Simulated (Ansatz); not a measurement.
Start from Ru in the hcp (Mg type) structure (space group P6_3/mmc, No. 194; a = 2.704 Å, c = 4.263 Å; relaxed with 0.1 eV smearing). Axes: x lies along a and z along c of the hexagonal cell.

Method: plane-wave PAW DFT at the r2SCAN level (Ansatz, an electronic-structure program, 500 eV), scalar-relativistic without spin-orbit coupling.

Strains are applied to the cell and any free atomic positions relax.

One change was made to it. Results:

```csv
quantity,base,after
energy relative to the base (free energy F),0 meV/atom,+6.8 meV/atom
"pressure (mean of the normal stresses, compression positive)",0.0 GPa,0.3 GPa
shortest interatomic distance,2.642 Å,2.612 Å
```

Problem. Which of these changes matches the shifts?
(A) tensor shear ε_xz = +1.43 %
(B) tensor shear ε_xz = +1.14 %
(C) tensor shear ε_xz = +2.00 %

Solution. A, tensor shear ε_xz = +1.43 %. For comparison, the energy relative to the base in the other runs: tensor shear ε_xz = +1.14 % gives +4.3 meV/atom; tensor shear ε_xz = +2.00 % gives +13 meV/atom.

Stability against distortions was not tested. The final runs are not spin-polarised.
